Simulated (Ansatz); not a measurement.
Start from ZnCu in the CsCl type structure (space group Pm-3m, No. 221; a = 2.908 Å; relaxed with 0.1 eV smearing). Axes: x, y, z lie along the cube axes.

The values are results of PBEsol (Ansatz, a quantum-chemistry and plane-wave program), no spin-orbit coupling, not measurements.

The change: biaxial strain −3.08 %, plane normal [110], relaxed out of plane (Cartesian); in-plane vectors clamped, the third vector and the atoms free.

Task: Predict the new ratio −ε⊥/ε∥ and energy relative to the base.

Result: The ratio −ε⊥/ε∥ is 0.73; the energy goes up by 22 meV/atom.

No phonon test of stability was made. All final runs are without spin polarisation.
